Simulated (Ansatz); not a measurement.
The starting structures come from a database of crystals and need not be the phases stable at ambient conditions.

Given:

```
CELL_PARAMETERS angstrom
      5.15595     0.00000     0.00000
      0.00000     5.24957     0.00000
      0.00000     0.88779     5.10770
ATOMIC_POSITIONS crystal
  Sc 0.52751 0.71225 0.69219
  Sc 0.47249 0.28775 0.30781
  Sc 0.02751 0.78775 0.30781
  Sc 0.97249 0.21225 0.69219
  O  0.25371 0.98784 0.54410
  O  0.74629 0.01216 0.45590
  O  0.75371 0.51216 0.45590
  O  0.24629 0.48784 0.54410
  F  0.67469 0.34217 0.94311
  F  0.32531 0.65783 0.05689
  F  0.17469 0.15783 0.05689
  F  0.82531 0.84217 0.94311
```

Space group of this cell: P2_1/c. The cell is taken as given; by r2SCAN its mean pressure is -1.3 GPa.

Transport runs along the normal of the first two printed cell vectors.

The gap is the functional's own, uncorrected, and κ follows it; spin-orbit coupling is left out. Mid-gap values are interpolated between the computed energies.

Question: Estimate the band gap and the smallest decay constant κ at mid-gap that r2SCAN run with Ansatz (an electronic-structure program) returns for this system.

Answer: Gap 5.02 eV on a 6×6×6 mesh; κ = 0.540 1/Å, at the zone centre.
